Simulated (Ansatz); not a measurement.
Take GaAs in the zinc blende structure (space group F-43m, No. 216; a = 5.603 Å) as the base.

Calculations: Ansatz (a program for electronic structure) LDA, scalar-relativistic without spin-orbit coupling.

Before the change:

* **Electron mass**: 0.029 mₑ (at Γ)
* **Pressure**: 0.1 kbar
* **Width of the top valence band**: 3.49 eV
* **Valley order**: Γ 0.49 eV; L along ⟨111⟩ 0.92 eV; a point along ⟨100⟩, about 1.0 Å⁻¹ from Γ 1.26 eV

Modification: the cell is scaled by 0.9850 in all directions, atoms relaxed at fixed cell.

**Question.** What does the calculation give for the electron mass after the change?

**Answer.** The electron mass becomes 0.046 mₑ (at Γ) (base: 0.029 mₑ (at Γ)).

**Question.** How does this affect the pressure?

**Answer.** The pressure goes up by 37.46 kbar to 37.5 kbar.

**Question.** Estimate the effect on the width of the top valence band.

**Answer.** The width of the top valence band grows by 0.23 eV (3.49 eV → 3.72 eV).

**Question.** How does this affect the valley order?

**Answer.** The valley order (the lowest conduction-band minima on the path, energy above the VBM, named in the base's zone) changes from Γ 0.49 eV; L along ⟨111⟩ 0.92 eV; a point along ⟨100⟩, about 1.0 Å⁻¹ from Γ 1.26 eV to Γ 0.84 eV; L along ⟨111⟩ 1.06 eV; a point along ⟨100⟩, about 1.0 Å⁻¹ from Γ 1.19 eV.

The levels and masses belong to the bands next to the band gap. The cells carry an imposed strain or load. Effective masses come from finite differences of ±0.01 Å⁻¹. No phonon test of stability was made.
